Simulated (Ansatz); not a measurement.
## Y: tensor shear ε_xy = −0.82 %

Take Y in the hcp (Mg type) structure (space group P6_3/mmc, No. 194; a = 3.683 Å, c = 5.698 Å) as the base. Axes: x lies along a and z along c of the hexagonal cell.

It is then changed as follows: a pure shear with ε_xy = ε_yx = -0.0082; the atoms relax in the strained cell.

Level of theory: r2SCAN/PAW in Ansatz (a first-principles code), without spin-orbit coupling. Γ-centred 15×15×8 mesh, Fermi–Dirac width 0.05 eV.

```tsv
quantity	base	changed	shift
volume per atom	33.46 Å³	33.46 Å³	0.00 Å³
space group	P6_3/mmc (No. 194)	P2_1/m (No. 11)	–
shortest interatomic distance	3.555 Å	3.550 Å	-0.005 Å
energy relative to the base (free energy F)	0 meV/atom	+0.7 meV/atom	+0.7 meV/atom
pressure (mean of the normal stresses, compression positive)	0.0 GPa	0.0 GPa	0.0 GPa
band gap	zero	zero	–
largest internal atomic displacement	–	0.013 Å	–
stress (xx, yy, zz, yz, xz, xy; compression positive) (rough)	–	(0.0, 0.0, 0.0, 0.0, 0.0, 0.4) GPa	–
```

Final structure:

```
Y
1.0
    3.68257    -0.03020     0.00000
   -1.86744     3.20430     0.00000
    0.00000     0.00000     5.69848
Y
2
Cartesian
 -0.00399   2.12614   4.27386
  1.81912   1.04796   1.42462
```

Cost of the whole job for the changed cell (relaxation, final SCF and bands): around 5 core-minutes (rough).

Without a gap, meshes like the base's 15×15×8 leave anisotropic stresses uncertain by several tenths of a GPa, and small strain energies with them. Stability against distortions was not tested. All final runs are without spin polarisation.
